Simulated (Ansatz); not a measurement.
GaAs, response to strain

Consider GaAs in the zinc blende structure (space group F-43m, No. 216).

```
CELL_PARAMETERS angstrom
      0.00000     2.83335     2.83335
      2.83335     0.00000     2.83335
      2.83335     2.83335     0.00000
ATOMIC_POSITIONS crystal
  Ga 0.00000 0.00000 0.00000
  As 0.25000 0.25000 0.25000
```

Strains are applied to the cell and any free atomic positions relax.

Calculations: r2SCAN (Ansatz, a quantum-chemistry and plane-wave program, PAW, without spin-orbit coupling).

Candidates:
(a) isotropic strain +1.50 %
(b) isotropic strain +3.00 %
(c) isotropic strain +1.00 %
(d) isotropic strain +2.00 %

Before the change:

```
Property    Value
--------  -------
Band gap  0.96 eV
```

Question: Order them by band gap, lowest first.

Answer: (b) isotropic strain +3.00 % (0.27 eV), (d) isotropic strain +2.00 % (0.49 eV), (a) isotropic strain +1.50 % (0.61 eV), (c) isotropic strain +1.00 % (0.72 eV)

Stability against distortions was not tested. The zero or small gap of GaAs under isotropic strain +3.00 % can change with the level of theory.
